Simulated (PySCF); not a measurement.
PySCF 2.14.0, unrestricted R2SCAN/def2-tzvp, df: Zr(O)2 anion ([O]=[Zr]=[O]), charge -1, multiplicity 2, 3 atoms. The geometry is a generated start, not checked to be a minimum at this level.

```yaml
task: energy
method: r2scan
basis: def2-tzvp
two_electron_scheme: density fitting
mol.max_memory: 3000 MB
mf.max_cycle: 100
mf.conv_tol: 1e-09 (default)
mf.grids.level: 3 (default)
effective_core_potentials: those of the basis set, past Kr
basis_functions: 102
grid_points: 50560
```

```xyz
3

Zr     0.4238    -0.3670     0.4345
O      0.8808     0.3896    -1.1072
O     -1.3046    -0.0225     0.6728
```

Charge -1 and multiplicity 2 are set for this test and not shown to be the ground state.

With the defaults (mf.DIIS = CDIIS, mf.diis = true, mf.init_guess = minao, mf.diis_space = 8, mf.level_shift = 0, newton = off, mf.diis_damp = 0) it converges in 15 Fock builds. One run each on 2 threads, 1 BLAS thread, with these changes:
- mf.diis_space = 12
- mf.diis = false
- newton = Hessian by the SCF's own integrals
- mf.DIIS = EDIIS
- mf.diis_space = 20
- mf.diis_space = 5
- mf.level_shift = 1 Hartree
- mf.diis_damp = 0.3
- mf.init_guess = mod_huckel

Q: Which of these changes keep the SCF from converging, or lead it to another solution?

A: No convergence: mf.DIIS = EDIIS; mf.diis = false (the run ends without SCF convergence in 100 cycles). The rest reach the solution of the defaults.

| setting | Fock builds | end |
|---|---|---|
| the defaults | 15 | same solution |
| mf.diis_damp = 0.3 | 15 | same solution |
| mf.diis_space = 12 | 16 | same solution |
| mf.diis_space = 20 | 16 | same solution |
| mf.init_guess = mod_huckel | 17 | same solution |
| mf.diis_space = 5 | 18 | same solution |
| newton = Hessian by the SCF's own integrals | 54 | same solution |
| mf.level_shift = 1 Hartree | 99 | same solution |
| mf.DIIS = EDIIS | 101 | no convergence |
| mf.diis = false | 101 | no convergence |

Under newton the count holds the products with the orbital Hessian.
